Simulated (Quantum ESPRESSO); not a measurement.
## Quick settings and what they miss: TiCuNi2 (Pmmn, 8 atoms in the cell)

Self-consistent single point.

```
TiCuNi2
1.0
    4.15340     0.00000     0.00000
    0.00000     5.08548     0.00000
    0.00000     0.00000     4.34394
Ti Cu Ni
2 2 4
Direct
  0.50000   0.50000   0.33278
  0.00000   0.00000   0.66722
  0.00000   0.50000   0.68799
  0.50000   0.00000   0.31201
  0.50000   0.74927   0.82852
  0.50000   0.25073   0.82852
  0.00000   0.75073   0.17148
  0.00000   0.24927   0.17148
```

Level of theory: PBEsol, SSSP 1.1.2 efficiency (PBE) pseudopotentials (plane waves; Quantum ESPRESSO).

Base settings: ecutwfc = 50 Ry; ecutrho = 400 Ry; occupations = smearing; smearing = marzari-vanderbilt; degauss = 0.0147 Ry; input_dft = pbesol; potentials = {Ti: ti_pbe_v1.4.uspp.F.UPF, Cu: Cu_pbe_v1.2.uspp.F.UPF, Ni: ni_pbe_v1.4.uspp.F.UPF}; K_POINTS = automatic 5 4 5 0 0 0; conv_thr = 1e-10 Ry; mixing_beta = 0.7.

Tight run (finer mesh or higher cutoff; not a proven limit): ecutwfc: 50 Ry → 70 Ry; ecutrho: 400 Ry → 560 Ry; conv_thr: 1e-10 Ry → 7.3e-11 Ry; K_POINTS: automatic 5 4 5 0 0 0 → automatic 7 6 7 0 0 0. It gave Fermi level (on the code's own zero) 17.87 eV; pressure 2.85 GPa; largest force (vector length) 0.031 eV/Å.

Quick runs, as changes from the base:
- A: the base itself
- B: ecutwfc: 50 Ry → 40 Ry; ecutrho: 400 Ry → 320 Ry; K_POINTS: automatic 5 4 5 0 0 0 → automatic 2 2 2 0 0 0
- C: ecutwfc: 50 Ry → 30 Ry; ecutrho: 400 Ry → 240 Ry; K_POINTS: automatic 5 4 5 0 0 0 → automatic 3 3 3 0 0 0
- D: ecutwfc: 50 Ry → 25 Ry; ecutrho: 400 Ry → 200 Ry; degauss: 0.0147 Ry → 0.036749 Ry; input_dft: pbesol → default; pseudopotentials: {Ti: ti_pbe_v1.4.uspp.F.UPF, Cu: Cu_pbe_v1.2.uspp.F.UPF, Ni: ni_pbe_v1.4.uspp.F.UPF} → {Ti: ti_lda_v1.4.uspp.F.UPF, Cu: cu_lda_v1.2.uspp.F.UPF, Ni: ni_lda_v1.4.uspp.F.UPF}; K_POINTS: automatic 5 4 5 0 0 0 → automatic 4 4 4 1 1 1 [LDA (PZ)]
- E: ecutwfc: 50 Ry → 35 Ry; ecutrho: 400 Ry → 280 Ry; degauss: 0.0147 Ry → 0.0099958 Ry; K_POINTS: automatic 5 4 5 0 0 0 → automatic 4 4 4 0 0 0

Energies are extrapolated to zero smearing width, which holds to low order in the width alone (under cold and Methfessel-Paxton smearing the free energy itself is taken).

Dashes: energy of D, another energy zero.

† marks runs with another functional, U, potentials or spin treatment: their distance from the tight run is not a convergence error alone.

The count of work is k-points × plane waves × bands × iterations; it is no time. Core times come from one kind of shared machine and are given to one figure; runs under 30 s give none.

The starting cell comes from a database of computed structures (which also holds hypothetical and non-ambient phases and stackings), without a prior relaxation at this level. Its lattice was rescaled by a random factor within 2.5 % of one. Spin polarisation is off.

```
run  energy less tight (meV/atom)  pressure less tight (GPa)  largest miss in a force vector (eV/Å)  count of work / tight  core time / tight (rough)
---  ----------------------------  -------------------------  -------------------------------------  ---------------------  -------------------------
A                             8.4                      -0.13                                  0.019                   0.27                        0.3
B                            35.1                      -3.14                                  0.163                  0.054                        0.1
C                          1322.4                    -132.38                                  0.084                  0.042                       0.08
D†                              –                    -563.32                                  0.255                  0.031                       0.07
E                           201.5                     -25.98                                  0.020                   0.14                        0.2
```

Among the runs at the tight run's level, the energy misses run from 8.4 to 1322.4 meV/atom.

Left out of this page: 1 run of the series outside the window shown, repeating another row's setting, or not comparable.
